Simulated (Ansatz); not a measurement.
Where the default PAW files enter, the runs use the earlier of Ansatz's two default sets.

Consider the following.

```
MgO
1.0
    2.96561     0.00000     0.00000
    0.00000     2.96561     0.00000
    1.48280    -1.48280     2.09700
Mg O
1 1
Cartesian
  0.00000   0.00000   0.00000
  1.48280   1.48280   0.00000
```

Space group of this cell: Fm-3m, rock salt. The cell is taken as given; by PBEsol its mean pressure is 2.4 GPa.

Transport runs along the normal of the first two printed cell vectors, the (001) plane of the conventional cell.

The gap is the functional's own. No spin-orbit coupling. Mid-gap values are those at the computed energy nearest the middle.

Question: Compute, with PBEsol in Ansatz (a program for electronic structure), the band gap and the smallest decay constant κ at mid-gap.

Answer: Gap 4.77 eV on a 14×14×14 mesh; κ = 0.333 1/Å, at the zone centre.
